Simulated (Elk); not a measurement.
Input and output of a self-consistent single point for AlN (P6_3mc, 4 atoms in the cell) (Elk)

Level of theory: Elk 10.2.4 with PBE, all-electron FP-LAPW, Elk's shipped species files, LAPW+lo basis.

The input file:

```
tasks
  0

xctype
  20

rgkmax
  7.5

gmaxvr
  14.0

nxoapwlo
  1

rmtscf
  0.84

stype
  0

swidth
  0.0001

scale
  5.924002121

avec
    1.0000000000    0.0000000857    0.0000000000
   -0.5000000742    0.8660253609    0.0000000000
    0.0000000000    0.0000000000    1.6035851602

atoms
  2   : nspecies
  'Al.in'   : spfname
  2   : natoms; atposl, bfcmt below
  0.6666666667  0.3333333333  0.4992900000    0.0 0.0 0.0
  0.3333333333  0.6666666667  0.9992900000    0.0 0.0 0.0
  'N.in'   : spfname
  2   : natoms; atposl, bfcmt below
  0.6666666667  0.3333333333  0.8807100000    0.0 0.0 0.0
  0.3333333333  0.6666666667  0.3807100000    0.0 0.0 0.0

ngridk
  12 12 7
```

Output, abridged:

```
│ Elk code version 10.2.4 │

All units are atomic (Hartree, Bohr, etc.)

│ Ground-state run starting from atomic densities │

Lattice vectors :
   5.924002121      0.5076869818E-06   0.000000000
  -2.962001500       5.130336075       0.000000000
   0.000000000       0.000000000       9.499641890

Unit cell volume      :    288.7142876
Brillouin zone volume :   0.8591546180

Muffin-tin inner radius fraction :   0.1000000000E-01

Nuclei treated as point charges

Species :    1 (Al)
 parameters loaded from : Al.in
 name : aluminium
 nuclear charge    :   -13.00000000
 electronic charge :    13.00000000
 atomic mass :    49184.33492
 muffin-tin radius :    1.848000000
 number of radial points in muffin-tin :    397
 atomic positions (lattice), magnetic fields (Cartesian) :
   1 :   0.00000000  0.00000000  0.00000000    0.00000000  0.00000000  0.00000000
   2 :   0.66666667  0.33333333  0.50000000    0.00000000  0.00000000  0.00000000

Species :    2 (N)
 parameters loaded from : N.in
 name : nitrogen
 nuclear charge    :   -7.000000000
 electronic charge :    7.000000000
 atomic mass :    25532.65214
 muffin-tin radius :    1.512000000
 number of radial points in muffin-tin :    297
 atomic positions (lattice), magnetic fields (Cartesian) :
   1 :   0.00000000  0.00000000  0.38142000    0.00000000  0.00000000  0.00000000
   2 :   0.66666667  0.33333333  0.88142000    0.00000000  0.00000000  0.00000000

Total number of atoms per unit cell :    4

Spin treatment :
 spin-unpolarised

Number of Bravais lattice symmetries :   24
Number of crystal symmetries         :   12
Crystal has no inversion symmetry
Complex Hermitian eigensolver will be used

k-point grid :     12    12     7
k-point offset :    0.000000000       0.000000000       0.000000000
k-point set is reduced with full crystal symmetry group
Total number of k-points :      133

Muffin-tin radius times maximum |G+k| :    7.500000000
 using average radius
Maximum |G+k| for APW functions       :    4.464285714
Maximum (1/2)|G+k|²                   :    9.964923469
Maximum |G| for potential and density :    14.00000000
 potential will be trimmed for |G| > 2 gkmax
Constant for pseudocharge density :    6
Radial integration step length :    4

G-vector grid sizes :     27    27    45
Number of G-vectors :    13345

Maximum angular momentum used for
 APW functions                      :    8
 outer part of muffin-tin           :    6
 inner part of muffin-tin           :    1

Total nuclear charge    :   -40.00000000
Total core charge       :    12.00000000
Total valence charge    :    28.00000000
Total excess charge     :    0.000000000
Total electronic charge :    40.00000000

Effective Wigner radius, rₛ :    1.198873126

Number of empty states         :   16
Total number of valence states :   30
Total number of core states    :   12

Total number of local-orbitals :   24

Exchange-correlation functional :     20     0     0
 Perdew-Burke-Ernzerhof, Phys. Rev. Lett. 77, 3865 (1996)
 gradient requirement :    1
 generalised gradient approximation (GGA)

Smearing type :    0
 Gaussian
Smearing width :   0.1000000000E-03
Effective electronic temperature (K) :    31.57750248

Mixing type :    3
 Broyden mixing, J. Phys. A: Math. Gen. 17, L317 (1984)

Kohn-Sham potential initialised from atomic data

│ Self-consistent loop started │
│ Loop number : 1 │
 total energy                :     -601.998782093
│ Loop number : 2 │
 total energy                :     -601.874258898
RMS change in Kohn-Sham potential (target) :    2.131524219     (  0.1000000000E-05)
Absolute change in total energy (target)   :   0.1245231949     (  0.1000000000E-03)
│ Loop number : 3 │
 total energy                :     -601.787145339
RMS change in Kohn-Sham potential (target) :    2.085460967     (  0.1000000000E-05)
Absolute change in total energy (target)   :   0.1182443576     (  0.1000000000E-03)
│ Loop number : 4 │
 total energy                :     -598.271796292
RMS change in Kohn-Sham potential (target) :   0.9274281435     (  0.1000000000E-05)
Absolute change in total energy (target)   :    3.544910136     (  0.1000000000E-03)
│ Loop number : 5 │
 total energy                :     -596.378722780
RMS change in Kohn-Sham potential (target) :   0.2799897795     (  0.1000000000E-05)
Absolute change in total energy (target)   :    2.779301046     (  0.1000000000E-03)
│ Loop number : 6 │
 total energy                :     -595.725793841
RMS change in Kohn-Sham potential (target) :   0.6574285169E-01 (  0.1000000000E-05)
Absolute change in total energy (target)   :    1.347754201     (  0.1000000000E-03)
│ Loop number : 7 │
 total energy                :     -595.503680081
RMS change in Kohn-Sham potential (target) :   0.1878816848E-01 (  0.1000000000E-05)
Absolute change in total energy (target)   :   0.5590523102     (  0.1000000000E-03)
│ Loop number : 8 │
 total energy                :     -595.481893038
RMS change in Kohn-Sham potential (target) :   0.1375871185E-02 (  0.1000000000E-05)
Absolute change in total energy (target)   :   0.1615501201     (  0.1000000000E-03)
│ Loop number : 9 │
 total energy                :     -595.472674185
RMS change in Kohn-Sham potential (target) :   0.2031421791E-02 (  0.1000000000E-05)
Absolute change in total energy (target)   :   0.4960638334E-01 (  0.1000000000E-03)
│ Loop number : 10 │
 total energy                :     -595.470253878
RMS change in Kohn-Sham potential (target) :   0.8052197133E-03 (  0.1000000000E-05)
Absolute change in total energy (target)   :   0.1482190280E-01 (  0.1000000000E-03)
│ Loop number : 11 │
 total energy                :     -595.466483579
RMS change in Kohn-Sham potential (target) :   0.1371943247E-03 (  0.1000000000E-05)
Absolute change in total energy (target)   :   0.7475775114E-02 (  0.1000000000E-03)
│ Loop number : 12 │
 total energy                :     -595.465968289
RMS change in Kohn-Sham potential (target) :   0.1360539019E-04 (  0.1000000000E-05)
Absolute change in total energy (target)   :   0.2384233647E-02 (  0.1000000000E-03)
│ Loop number : 13 │
 total energy                :     -595.465911241
RMS change in Kohn-Sham potential (target) :   0.6781341814E-05 (  0.1000000000E-05)
Absolute change in total energy (target)   :   0.6531067221E-03 (  0.1000000000E-03)
│ Loop number : 14 │
 total energy                :     -595.465853829
RMS change in Kohn-Sham potential (target) :   0.6946144761E-06 (  0.1000000000E-05)
Absolute change in total energy (target)   :   0.2206880437E-03 (  0.1000000000E-03)
│ Loop number : 15 │
 total energy                :     -595.465849156
RMS change in Kohn-Sham potential (target) :   0.4023342890E-06 (  0.1000000000E-05)
Absolute change in total energy (target)   :   0.5984527377E-04 (  0.1000000000E-03)
Convergence targets achieved

│ Loop number : 16 │

Energies :
 Fermi                       :     0.221822132092
 sum of eigenvalues          :     -312.451655898
 electron kinetic            :      595.868328742
 core electron kinetic       :      449.978472025
 Coulomb                     :     -1140.02505986
 Coulomb potential           :     -842.208096444
 nuclear-nuclear             :     -118.017254323
 electron-nuclear            :     -1201.80751463
 Hartree                     :      179.799709095
 Madelung                    :     -718.921011641
 xc potential                :     -66.1118881964
 exchange                    :     -49.8353241175
 correlation                 :     -1.47379082188
 total energy                :     -595.465846060

Density of states at Fermi energy :   0.7849172657E-05
 (states/Hartree/unit cell)

Estimated indirect band gap :   0.1449942338
 from k-point      1 to k-point      1
Estimated direct band gap   :   0.1449942338
 at k-point      1

Charges :
 core                        :    12.00000000
 valence                     :    28.00000000
 interstitial                :    6.939848726
 muffin-tins (core leakage)
  species :    1 (Al)
   atom    1                 :    10.76310005     (  0.3107584287E-02)
   atom    2                 :    10.76310005     (  0.3107584287E-02)
  species :    2 (N)
   atom    1                 :    5.766975583     (  0.3833163428E-05)
   atom    2                 :    5.766975583     (  0.3833163428E-05)
 total in muffin-tins        :    33.06015127
 total calculated charge     :    39.98247981
 total charge                :    40.00000000
 error                       :   0.1752019008E-01

│ Self-consistent loop stopped │
```

The run converged in 16 iterations. The count includes the last loop, which Elk runs after its targets are met.

The starting cell comes from a database of computed structures (which also holds hypothetical and non-ambient phases and stackings), without a prior relaxation at this level. Its lattice was rescaled by a random factor within 2.5 % of one. Values depend on the basis (sphere radii, cutoffs, local orbitals), which need not be converged.

Cost on one core of a shared machine: roughly 4 min.
